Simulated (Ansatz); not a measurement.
Bond-angle distributions (per cent of the angles at each element, bins of 10°) of a relaxed model of amorphous Ti₂₀O₄₂Zr at 3.53 g/cm³. The numbers are results of PBE, scalar-relativistic without spin-orbit coupling (plane waves to 420 eV, PAW; Ansatz, an electronic-structure program), not measurements.

The cell was made by melting and quenching with the CHGNet potential and then relaxed with DFT. O atoms were pushed apart under 1.9 Å during the dynamics, to hinder bonds among them. The hot cell started wider than the set density and was brought back towards it in steps. It is the lowest in DFT energy of 2 quenches. It is a model cell: composition and starting density were chosen by hand, and all elements were melted together. No dispersion term was used. Its density started from a set value of 3.69 and ended at 3.53 g/cm³. Cooling (nominally 360 K/ps over its main leg) ran many orders faster than in experiment, which tends to leave more defects and strain. A cell of this size samples the disorder only roughly. Volume and shape were free in the relaxation.

Neighbours within Ti-Ti 3.12 Å, Ti-O 2.50 Å, Ti-Zr 3.27 Å, O-O 1.58 Å, O-Zr 2.65 Å, Zr-Zr 3.41 Å count as bonded. Two cations that share two anions don't count as bonded, nor two that share one unless they lie closer than Ti-Ti 3.04 Å, Ti-Zr 3.18 Å, Zr-Zr 3.32 Å.

```json
[
 {"angle (°)": "50-60", "at Ti": "0", "at O": "0"},
 {"angle (°)": "60-70", "at Ti": "1", "at O": "0"},
 {"angle (°)": "70-80", "at Ti": "13", "at O": "0"},
 {"angle (°)": "80-90", "at Ti": "17", "at O": "1"},
 {"angle (°)": "90-100", "at Ti": "25", "at O": "23"},
 {"angle (°)": "100-110", "at Ti": "15", "at O": "18"},
 {"angle (°)": "110-120", "at Ti": "7", "at O": "16"},
 {"angle (°)": "120-130", "at Ti": "3", "at O": "8"},
 {"angle (°)": "130-140", "at Ti": "4", "at O": "16"},
 {"angle (°)": "140-150", "at Ti": "4", "at O": "14"},
 {"angle (°)": "150-160", "at Ti": "6", "at O": "3"},
 {"angle (°)": "160-170", "at Ti": "5", "at O": "3"},
 {"angle (°)": "170-180", "at Ti": "0", "at O": "0"}
]
```

They go with these counts of neighbours within the cut-offs, cation contacts included: Ti mean 5.3, most often 5; O mean 2.7, most often 3.
